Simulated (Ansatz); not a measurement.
Consider ZnAu in the CsCl type structure (space group Pm-3m, No. 221; a = 3.129 Å; relaxed with 0.1 eV smearing).

The values are results of PBEsol (Ansatz, a quantum-chemistry and plane-wave program, PAW, without spin-orbit coupling), not measurements.

Before the change:

```
Quantity   Result
--------  -------
Pressure  0.0 GPa
```

Now apply this change: every lattice vector is stretched by 3.00 %, atoms relaxed at fixed cell.

What happens to the pressure?

The pressure goes from zero to -9.9 GPa.

Estimate the effect on the energy relative to the base.

The energy grows by 48 meV/atom.

The cells carry an imposed strain or load. Stability against distortions was not tested.
